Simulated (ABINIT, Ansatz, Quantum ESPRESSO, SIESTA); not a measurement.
**KAuF₃ (Pm-3m, 5 atoms in the cell) computed with different codes at matched settings**

Self-consistent single point.

```
KAuF3
1.0
    4.48440     0.00000     0.00000
    0.00000     4.48440     0.00000
    0.00000     0.00000     4.48440
K Au F
1 1 3
Direct
  0.50000   0.50000   0.50000
  0.00000   0.00000   0.00000
  0.50000   0.00000   0.00000
  0.00000   0.50000   0.00000
  0.00000   0.00000   0.50000
```

Shared settings, as Ansatz (a quantum-chemistry and plane-wave program) writes them: kpoints.mp_grid.grid = 3 3 3; scf.occupations.method = fermi_dirac; scf.occupations.width = 0.0073 Ry. Potentials and cutoffs stand in the table.

| code | model | pressure (GPa) | cutoff |
|---|---|---|---|
| Quantum ESPRESSO | LDA (PZ), GBRV 1.5 ultrasoft (LDA) pseudopotentials | -6.65 | 40 Ry |
| SIESTA | LDA PW92, numerical atomic orbitals DZP, PseudoDojo LDA standard norm-conserving potentials (rewritten from UPF to PSML) | -7.04 | grid 400 Ry |
| ABINIT | LDA (PW92), PAW (JTH v2.0 LDA PAW) | -6.42 | 26 Ha |
| Ansatz | LDA (PW92), PAW files made with PBE | -6.36 | 30.9 Ry |

On Ansatz's run: spin-orbit coupling is off.

The spread over the programs that give each value: pressure within 0.68 GPa.

SIESTA uses small atom-centred bases, whose incompleteness enters pressures, forces and empty levels differently from a plane-wave cutoff. Ansatz's pressure is given at a fixed set of plane waves, as the other plane-wave codes print theirs; with its correction for the finite basis it is -5.97 GPa (the shift of 0.39 GPa shows how far the cutoff is from converged). The same LDA comes in different parametrisations, which differ slightly.

On the base mesh (5 5 5) the same programs gave: Ansatz pressure -7.09 GPa; Quantum ESPRESSO pressure -7.41 GPa; ABINIT pressure -7.17 GPa; SIESTA pressure -8.00 GPa.

The values differ from the base mesh's, so the mesh still matters here: the table compares the programs at equal settings.

The starting cell comes from a database of computed structures (which also holds hypothetical and non-ambient phases and stackings), without a prior relaxation at this level.

Left out of this page: GPAW, Elk and FLEUR (not drawn, or without a comparable value); CP2K (on another mesh).

Keys are those of Ansatz 0.2.
